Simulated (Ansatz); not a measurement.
Base system: RbGeF₃ in the cubic perovskite structure (space group Pm-3m, No. 221; a = 4.4908 Å; a hypothetical phase, not in the database extracts checked). Axes: x, y, z lie along the cube axes.

Method: PBE (Ansatz, a quantum-chemistry and plane-wave program, PAW, without spin-orbit coupling).

A first run, uniaxial strain ε_xx = −0.53 %, gives secant values C11 ≈ 91 GPa and C12 ≈ 31 GPa from its stress. A second run applies uniaxial stress, 2 GPa compression along z.

**Question.** What does linear elasticity predict for Young's modulus in the second run, and what does the run give?

**Answer.** Linear elasticity: (C11 − C12)(C11 + 2 C12)/(C11 + C12) = 75 GPa. The run gives 82 GPa; any difference comes from nonlinear terms at these strains and numerical noise.

Beyond what the load breaks, stability against distortions was not tested. Many cubic perovskites are stable only at high temperature; tilts and polar distortions were not tested.
